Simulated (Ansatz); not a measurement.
Start from BP in the zinc blende structure (space group F-43m, No. 216; a = 4.537 Å). Axes: x, y, z lie along the cube axes.

Computed with Kohn–Sham DFT with the r2SCAN functional, run in Ansatz (an electronic-structure program) with PAW and 500 eV plane waves, scalar-relativistic without spin-orbit coupling.

The change: the cell is stretched by 2.50 % along z with no lateral relaxation, atoms relaxed at fixed cell.

Problem. Predict the stress tensor and what it implies for the stiffness.

Solution. Stress of the strained cell less that of the base (GPa, compression positive):
```
  -1.60    0.00    0.00
   0.00   -1.60    0.00
   0.00    0.00   -8.78
```

Then −Δσ_ii/ε with ε = 0.0250 gives secant stiffness values (nonlinear terms included at this strain): C33 ≈ 351 GPa, C13 ≈ 64 GPa and C23 ≈ 64 GPa.

As a check, the harmonic strain energy −½ V₀ Δσ:ε is 8.0 meV/atom; the computed energy rise is 8.1 meV/atom.

Whether these cells are dynamically stable was not tested.
